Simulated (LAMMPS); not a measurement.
Fault surfaces of Mo (bcc) on several planes, rigid shifts with relaxation along the normal.

All values are model results, not measurements: machine-learned potential (static), pair style snap, file Mo_Zuo_JPCA2020.snap, run in LAMMPS.

```
plane    largest on the first line  largest on the surface  first line along
-------  -------------------------  ----------------------  ----------------
(-1-12)                 1510 mJ/m²              3870 mJ/m²             [111]
(-110)                  1350 mJ/m²              2830 mJ/m²             [111]
(-2-13)                 1500 mJ/m²                       -             [111]
(001)                   2720 mJ/m²              3110 mJ/m²             [100]
```
